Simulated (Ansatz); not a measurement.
Take BaZrO3 in the cubic perovskite structure (space group Pm-3m, No. 221; a = 4.2272 Å) as the base. Axes: x, y, z lie along the cube axes.

Calculations: PBE/PAW in Ansatz (a first-principles code), scalar-relativistic without spin-orbit coupling.

The change: every lattice vector is shortened by 0.60 %, atoms relaxed at fixed cell.

Question: Predict the stress tensor and what it implies for the stiffness.

Answer: Stress of the strained cell less that of the base (GPa, compression positive):
```
   2.81    0.00    0.00
   0.00    2.81    0.00
   0.00    0.00    2.81
```

Then B = −ΔP/(ΔV/V₀) with ΔV/V₀ = -0.0179 gives secant stiffness values (nonlinear terms included at this strain): B ≈ 157 GPa.

Stability against distortions was not tested.
